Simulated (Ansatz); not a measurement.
# Lattice constant a of Sc₃Ir (model structure, started from the Cu3Au type, Pm-3m, No. 221, 4 atoms in the cell) at several levels of theory

No measured value is used here.

| level (code) | value (Å) |
|---|---|
| LDA (Ansatz) | 4.173 |
| PBE (Ansatz) | 4.286 |
| PBEsol (Ansatz) | 4.226 |

Density-functional levels without +SOC have no spin–orbit coupling. LDA, PBE, PBEsol: the run has no spin polarisation, so it can have missed a magnetic state. Ansatz's density-functional and Hartree–Fock values are scalar-relativistic unless marked +SOC, with PAW data made under PBE.

A model structure was made by putting elements into a prototype or built by hand; it is no filed structure, need not be a known phase, and can be a saddle point held by its symmetry.

Ansatz is an electronic-structure program.
